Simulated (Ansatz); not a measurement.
## fcc Al (1 1 0) on cubic SrTiO3 (1 1 0) (film strained to the substrate, started from cuts of the bulks and a machine-learned relaxation; slabs Sr4Ti4O14 and Al16, which can lie off the formulas)

A periodic stack without vacuum, fcc Al (1 1 0) on cubic SrTiO3 (1 1 0) (film strained to the substrate, started from cuts of the bulks and a machine-learned relaxation; slabs Sr4Ti4O14 and Al16, which can lie off the formulas): substrate slab Sr4Ti4O14, film Al16, surface cells [[0, 1], [-1, 0]] and [[0, 2], [-1, 0]], film strained by -2.6 and -2.6 %, outermost planes O/O and Al/Al as cut, which need not be the usual terminations and can put a slab off its formula.

The start was prepared with a machine-learned potential, and the result is one local minimum, with the in-plane cell held and forces under 0.04 eV/Å; the film can end far from its bulk form.

Level of theory: PBE (plane waves to 420 eV, PAW; Ansatz, an electronic-structure program). No spin–orbit coupling; the runs are not spin-polarised; PBE gaps are too small against experiment. Its k-point mesh 6×8×1, Fermi–Dirac width 0.05 eV.

* **interface area**: 21.9 Å²
* **period**: 24.61 Å
* **heights between the nearest atoms of the two slabs at the two interfaces**: 1.17 and 1.77 Å
* **Al–Sr contacts across the interfaces within 1.22 times the sum of covalent radii**: 6, mean 3.70 Å
* **Al–O contacts across the interfaces within 1.22 times the sum of covalent radii**: 6, mean 1.83 Å
* **Al–Ti contacts across the interfaces within 1.22 times the sum of covalent radii**: 3, mean 3.23 Å

```
CELL_PARAMETERS angstrom
      5.56691    -0.00031    -0.08198
     -0.00018     3.93669    -0.03018
      0.55898    -1.83253    24.61957
ATOMIC_POSITIONS crystal
  Sr 0.19737 0.94622 0.08192
  Ti 0.69478 0.46280 0.08769
  O  0.44682 0.41042 0.03574
  O  0.95043 0.41096 0.03660
  O  0.69515 0.93485 0.09633
  Sr 0.68930 0.00160 0.20089
  Ti 0.18946 0.50161 0.19987
  O  0.93724 0.46283 0.15108
  O  0.43532 0.46071 0.14831
  O  0.19136 0.99105 0.20751
  Sr 0.18916 0.05621 0.31472
  Ti 0.68811 0.55627 0.31439
  O  0.44884 0.51937 0.26270
  O  0.94910 0.52071 0.26632
  O  0.69106 0.04821 0.32180
  Sr 0.67702 0.11104 0.42810
  Ti 0.18326 0.62394 0.42770
  O  0.92686 0.57815 0.38161
  O  0.43639 0.57333 0.37744
  O  0.19291 0.09882 0.43141
  O  0.46044 0.63325 0.49636
  O  0.96456 0.63119 0.49892
  Al 0.96176 0.18895 0.60987
  Al 0.46383 0.18932 0.60923
  Al 0.21488 0.65438 0.54805
  Al 0.70864 0.65984 0.54650
  Al 0.45931 0.25018 0.72731
  Al 0.95967 0.25030 0.72740
  Al 0.71134 0.71969 0.66852
  Al 0.21124 0.71998 0.66873
  Al 0.95560 0.31118 0.84518
  Al 0.45535 0.31108 0.84512
  Al 0.20737 0.78134 0.78734
  Al 0.70764 0.78132 0.78712
  Al 0.45183 0.37221 0.96312
  Al 0.95088 0.37256 0.96378
  Al 0.70362 0.84362 0.90757
  Al 0.20280 0.84416 0.90852
```
